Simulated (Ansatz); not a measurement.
The parent structure is HfO₂ in the fluorite structure (space group Fm-3m, No. 225; a = 5.0981 Å).

Level of theory: PBE (Ansatz, a first-principles code; PAW; 420 eV plane waves; no SOC), earlier PAW set.

One change was made to it. Results:

| quantity | base | after |
|---|---|---|
| gap character | direct at X | direct at X |
| volume per atom | 11.04 Å³ | 9.52 Å³ |

Question: Name the change that was made.
(A) pressure −2 GPa
(B) pressure −1 GPa
(C) pressure 50 GPa
(D) pressure 100 GPa
(E) pressure 15 GPa

Answer: C, pressure 50 GPa. For comparison, the volume per atom in the other runs: pressure −1 GPa gives 11.09 Å³; pressure 15 GPa gives 10.46 Å³; pressure 100 GPa gives 8.65 Å³; pressure −2 GPa gives 11.13 Å³.

With Hf present, leaving out spin-orbit coupling can change the band edges. Load acts through the strain it causes; cell and atoms are relaxed under it. Stability against distortions was not tested. Competing high-pressure phases were not computed. This is not the structure that HfO2 has at room temperature and ambient pressure.
